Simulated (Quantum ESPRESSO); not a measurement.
Worked example: self-consistent single point of ZrO (F-43m, 2 atoms in the cell) in Quantum ESPRESSO.

Computed with LDA (PZ), GBRV 1.5 ultrasoft (LDA) pseudopotentials (plane waves; Quantum ESPRESSO).

```yaml
crystal:
  lattice:
    - [0.00000, 2.51333, 2.51333]
    - [2.51333, 0.00000, 2.51333]
    - [2.51333, 2.51333, 0.00000]
  atoms:
    - { symbol: Zr, position: [0.00000, 0.00000, 0.00000] }
    - { symbol: O, position: [0.75000, 0.75000, 0.75000] }
```

Reference input (self-consistent single point, DFT, LDA (PZ), plane waves, GBRV 1.5 ultrasoft (LDA) pseudopotentials): ecutwfc = 40 Ry; ecutrho = 320 Ry; occupations = smearing; smearing = marzari-vanderbilt; degauss = 0.0073499 Ry; potentials = {Zr: zr_lda_v1.uspp.F.UPF, O: o_lda_v1.2.uspp.F.UPF}; K_POINTS = automatic 15 15 15 0 0 0; conv_thr = 1e-10 Ry; mixing_beta = 0.5. This run's input differs from it in these lines:

```diff
@@ -16,3 +16,3 @@
   smearing = 'marzari-vanderbilt'
-  degauss = 0.0073499
+  degauss = 0.058799
 /
```

Log, with long lists cut:

```
     Self-consistent Calculation

     iteration #  1     ecut=    40.00 Ry     beta= 0.50

     negative rho (up, down):  6.172E-02 0.000E+00

     total energy              =    -131.56396307 Ry
     estimated scf accuracy    <       0.51500654 Ry

     iteration #  2     ecut=    40.00 Ry     beta= 0.50

     negative rho (up, down):  6.188E-02 0.000E+00

     total energy              =    -131.68777399 Ry
     estimated scf accuracy    <       0.49523362 Ry

     iteration #  3     ecut=    40.00 Ry     beta= 0.50

     negative rho (up, down):  6.275E-02 0.000E+00

     total energy              =    -131.77455683 Ry
     estimated scf accuracy    <       0.00519425 Ry

   [... 7 blocks of this kind left out ...]

     iteration # 11     ecut=    40.00 Ry     beta= 0.50

     negative rho (up, down):  6.259E-02 0.000E+00

     total energy              =    -131.77572306 Ry
     estimated scf accuracy    <          2.3E-10 Ry

     iteration # 12     ecut=    40.00 Ry     beta= 0.50

     negative rho (up, down):  6.259E-02 0.000E+00
     End of self-consistent calculation

     Number of k-points >= 100: set verbosity='high' to print the bands.

     the Fermi energy is    12.8391 ev

!    total energy              =    -131.77572306 Ry
     estimated scf accuracy    <          9.1E-13 Ry
     smearing contrib. (-TS)   =      -0.00841699 Ry
     internal energy E=F+TS    =    -131.76730607 Ry

     convergence has been achieved in  12 iterations

     negative rho (up, down):  6.259E-02 0.000E+00

     Forces acting on atoms (cartesian axes, Ry/au):

     atom    1 type  1   force =     0.00000000    0.00000000    0.00000000
     atom    2 type  2   force =     0.00000000    0.00000000    0.00000000

     Total force =     0.000000     Total SCF correction =     0.000000

     negative rho (up, down):  6.259E-02 0.000E+00
          total   stress  (Ry/bohr**3)                   (kbar)     P=     -110.31
  -0.00074985   0.00000000  -0.00000000         -110.31        0.00       -0.00
   0.00000000  -0.00074985   0.00000000            0.00     -110.31        0.00
   0.00000000   0.00000000  -0.00074985            0.00        0.00     -110.31

   JOB DONE.
```

The run converged in 12 iterations. Against the reference run the free energy falls by 27.4 meV/atom and the pressure moves little (-11.13 to -11.03 GPa).

The starting cell comes from a database of computed structures (which also holds hypothetical and non-ambient phases and stackings), without a prior relaxation at this level. With a pressure of about -11 GPa the cell is away from its equilibrium volume at this level.

Cost on one core of a shared machine: roughly 40 s.
